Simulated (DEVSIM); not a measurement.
System: Si n-i-p diode, at 300 K.

Layer 1 from the left is Si, thickness (μm) 0.290, Nd (cm⁻³) 1.3e17, τn (s) 0.00032, τp (s) 0.00032. Layer 2 from the left is Si, thickness (μm) 6.90, Na (cm⁻³) 6.8e12, τn (s) 0.00032, τp (s) 0.00032. Layer 3 from the left is Si, thickness (μm) 3.10, Na (cm⁻³) 9.8e17, τn (s) 0.00032, τp (s) 0.00032.

Left contact: ohmic. Right contact: ohmic. Voltage is applied to the left contact. Recombination: SRH at mid-gap, Auger. Gap narrowing is on: ΔEg = 6.92 meV × (l + √(l² + 0.5)), l = ln(N/1.3e17 cm⁻³), shared equally by both band edges. Mobility is μmin + (μ − μmin)/(1 + (N/Nref)^α).

The device is made up for the run: typed textbook-type constants, with dimensions and the other settings drawn at random. Values at 300 K.

Si: gap (eV) 1.124, affinity (eV) 4.05, permittivity 11.7, Nc (cm⁻³) 2.86e19, Nv (cm⁻³) 3.1e19, μn (cm²/Vs) 1417, μp (cm²/Vs) 470, μn,min 52, μp,min 45, Nref,n 9.7e16, Nref,p 2.2e17, αn 0.68, αp 0.72, Cn (cm⁶/s) 2.8e-31, Cp (cm⁶/s) 9.9e-32.

Model (solved in DEVSIM): 1D drift-diffusion, Boltzmann statistics, complete ionisation; no tunnelling, impact ionisation, image-force lowering or self-heating.

**Question.** What does the simulation give for the dark forward voltage at 100 A/cm², the dark forward voltage at 1 A/cm², the potential step across the device at zero bias?

**Answer.** dark forward voltage at 100 A/cm² 0.771 V; dark forward voltage at 1 A/cm² 0.620 V; potential step across the device at zero bias 0.878 V.
